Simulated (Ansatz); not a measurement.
Consider Na in the bcc (W type) structure (space group Im-3m, No. 229; a = 4.197 Å).

Calculations: plane-wave PAW DFT at the PBE level (Ansatz, a program for electronic structure, 420 eV), scalar-relativistic without spin-orbit coupling, earlier PAW set.

Base values:

The shortest interatomic distance comes out as 3.635 Å.

Perturbation: cell and atoms relaxed at a pressure of 22.5 GPa.

Problem. Estimate the effect on the shortest interatomic distance.

Solution. The shortest interatomic distance drops by 0.788 Å to 2.847 Å.

Load acts through the strain it causes; cell and atoms are relaxed under it. No phonon test of stability was made. No other phases were tried under pressure.
